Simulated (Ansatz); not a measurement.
Take CdTe in the zinc blende structure (space group F-43m, No. 216; a = 6.5576 Å) as the base.

Level of theory: plane-wave PAW DFT at the r2SCAN level (Ansatz, an electronic-structure program, 500 eV), no SOC.

One change was made to it. Results:

The shortest interatomic distance drops by 0.573 bohr to 4.793 bohr; the gap character becomes indirect, Γ → X (base: direct at Γ); the density grows by 2.28 g/cm³ to 7.93 g/cm³.

Question: Which change produced these results?
A) pressure 30 GPa
B) pressure 9 GPa
C) pressure 0.9 GPa

Answer: A, pressure 30 GPa. For comparison, the gap character in the other runs: pressure 9 GPa gives direct at Γ; pressure 0.9 GPa gives direct at Γ.

With Te present, leaving out spin-orbit coupling can change the band edges. Load acts through the strain it causes; cell and atoms are relaxed under it. Whether these cells are dynamically stable was not tested. Measured, CdTe leaves this structure (for cinnabar) near 3.53 GPa (temperature not stated; as listed in Datta, Sujoy, Jana, Debnarayan, arXiv (2020)), on rising pressure, with hysteresis.
